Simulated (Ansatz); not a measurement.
Base system: a 30-atom supercell of TiAl (space group P4/mmm, No. 123; a = 2.7970 Å, c = 4.0320 Å) at its relaxed geometry.

Calculations: PBEsol (Ansatz, a quantum-chemistry and plane-wave program), spin-orbit coupling left out, earlier PAW set.

One neutral defect a cell, atoms relaxed at fixed cell.

One change was made to it. Results:

```json
[
 {"quantity": "pressure", "base": "0.0 GPa", "after": "-0.2 GPa"},
 {"quantity": "largest displacement of a host atom from its site in the perfect cell", "base": "–", "after": "0.08 Å"}
]
```

Task: Name the change that was made.
(A) Al vacancy, symmetric start
(B) B on a Al site, symmetric start
(C) Al on a Ti site (antisite)

Result: C, Al on a Ti site (antisite). For comparison, the pressure in the other runs: Al vacancy, symmetric start gives -1.1 GPa; B on a Al site, symmetric start gives -2.8 GPa.

The cell is small, so the values are those of an ordered compound at a high defect concentration; dilute-limit values will differ. Defects with a symmetric start kept the site's symmetry and may sit on a saddle; the others started slightly shaken. The final runs are not spin-polarised.
